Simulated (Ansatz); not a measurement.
A self-consistent single point of Sc2Co (I4/mcm, 6 atoms in the cell) with Ansatz (a first-principles code).

Level of theory: PBEsol, harder PAW files (source: ansatz) made with PBE (plane waves; Ansatz).

```
Sc2Co
1.0
   -3.14128     3.14128     2.81372
    3.14128    -3.14128     2.81372
    3.14128     3.14128    -2.81372
Sc Co
4 2
Direct
  0.32159   0.82159   0.14318
  0.67841   0.17841   0.85682
  0.82159   0.67841   0.50000
  0.17841   0.32159   0.50000
  0.75000   0.75000   0.00000
  0.25000   0.25000   0.00000
```

Reference input (self-consistent single point, DFT, PBEsol, plane waves, harder PAW files (source: ansatz) made with PBE): basis.ecutwfc = 900 eV; kpoints.mp_grid.grid = 6 6 6; hamiltonian.xc = pbesol; hamiltonian.pseudopotentials = {kind: paw, source: ansatz}; scf.occupations.method = fermi_dirac; scf.occupations.width = 0.1 eV. This run's input differs from it in these lines:

Ansatz 0.2 input:
```diff
@@ -15,3 +15,3 @@
 kpoints:
-  mp_grid: { grid: [6, 6, 6] }
+  mp_grid: { grid: [5, 5, 5] }
 hamiltonian:
```

Log, with long lists cut:

```
SCF iter   1: F=—  HF=-18634.297413 eV  |F-HF|=—  |Δ(HF+E_count)|=         —  Δρ=7.89e-2  dr2=4.64e0  ethr=3.10e-3  ⟨swp⟩=6.1  Hψ=3146  notcnv=0
all-band conjugate gradients solve this SCF's bands
preconditioner: auto → Kerker (q_TF=auto, 2.572 Å⁻¹)
SCF iter   2: F=—  HF=-18633.572016 eV  |F-HF|=—  |Δ(HF+E_count)|=   7.25e-1  Δρ=2.55e-2  dr2=6.98e-1  ethr=3.10e-3  ⟨swp⟩=2.4  Hψ=1369  notcnv=0
   [... lines left out ...]
SCF iter   5: F=—  HF=-18633.387271 eV  |F-HF|=—  |Δ(HF+E_count)|=   1.37e-4  Δρ=2.54e-4  dr2=5.18e-5  ethr=1.62e-6  ⟨swp⟩=2.0  Hψ=1193  notcnv=0
SCF iter   6: F=—  HF=-18633.387116 eV  |F-HF|=—  |Δ(HF+E_count)|=   1.55e-4  Δρ=1.20e-4  dr2=6.48e-6  ethr=6.64e-8  ⟨swp⟩=2.2  Hψ=1480  notcnv=0
SCF iter   7: F=—  HF=-18633.387114 eV  |F-HF|=—  |Δ(HF+E_count)|=   2.39e-6  Δρ=2.19e-5  dr2=3.48e-7  ethr=8.30e-9  ⟨swp⟩=2.0  Hψ=1526  notcnv=0
SCF iter   8: F=-18633.387114 eV  HF=-18633.387114 eV  |F-HF|=2.00e-8  |Δ(HF+E_count)|=   4.11e-9  Δρ=5.36e-6  dr2=2.69e-8  ethr=1.28e-10  ⟨swp⟩=7.7  Hψ=3215  notcnv=0
SCF 1 converged in 8 iterations: F = -18633.387114 eV  dr2 = 2.69e-8
Free energy (F): -18633.387114 eV
Internal energy: -18633.150373 eV  (E = F + TS)
E sigma→0 (E₀):  -18633.268743 eV
Entropy (-TS):   -0.236741 eV (-39.457 meV/atom)
Fermi energy:    11.890851 eV
--- Forces (eV/Å), atoms counted from 1 ---
  atom   1  Sc    -0.04684090    -0.04684090     0.00000000
  atom   2  Sc     0.04684090     0.04684090     0.00000000
  atom   3  Sc     0.04684090    -0.04684090     0.00000000
  atom   4  Sc    -0.04684090     0.04684090     0.00000000
  atom   5  Co    -0.00000000     0.00000000     0.00000000
  atom   6  Co     0.00000000     0.00000000     0.00000000
--- Stress (GPa, compression-positive) ---
       -3.099457       0.000000       0.000000
        0.000000      -3.099457       0.000000
        0.000000      -0.000000      -3.395727
  P = ⅓ Tr σ = -3.1982 GPa (-31.982 kbar)
  The stress holds the Pulay correction. Without it, at fixed plane waves, as pw.x and ABINIT print it: P = -3.2084 GPa
```

The run converged in 8 iterations. Against the reference run the free energy hardly moves (within 1 meV/atom), the pressure hardly changes (-3.18 to -3.20 GPa) and the largest force goes from 0.072 to 0.066 eV/Å.

The starting cell comes from a database of computed structures (which also holds hypothetical and non-ambient phases and stackings), without a prior relaxation at this level. Spin polarisation is off. With a pressure of about -3 GPa the cell is away from its equilibrium volume at this level. Ansatz's pressure includes its estimate of the finite-basis (Pulay) stress.
